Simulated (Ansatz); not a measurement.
Input:

```xyz
10
Lattice="5.3317 0.0000 0.0000 0.6476 7.2788 0.0000 -2.3420 3.6394 2.4987" Properties=species:S:1:pos:R:3 pbc="T T T"
Ga     1.6334     1.0511     0.0000
Ga     4.3459     6.2277     0.0000
Ga     4.0221     2.5883     0.0000
Ga     1.9572     4.6906     0.0000
O      1.1957     4.3558     1.7412
O      2.4415     6.5625     0.7575
O      3.4754     9.0985     1.5150
O      0.1619     1.8197     0.9837
O     -0.2243     6.5625     1.7412
O      3.8616     4.3558     0.7575
```

The cell is taken as given; by r2SCAN it stands under a pressure of -1.4 GPa.

Transport runs along the normal of the first two printed cell vectors, the (110) plane of the conventional cell.

The gap is the functional's own. No spin-orbit coupling. Mid-gap values are those at the computed energy nearest the middle.

Question: State the band gap and the smallest decay constant κ at mid-gap according to Ansatz (a program for electronic structure) with r2SCAN.

Answer: Gap 3.48 eV on a 12×12×12 mesh; κ = 0.253 1/Å, at the zone centre.
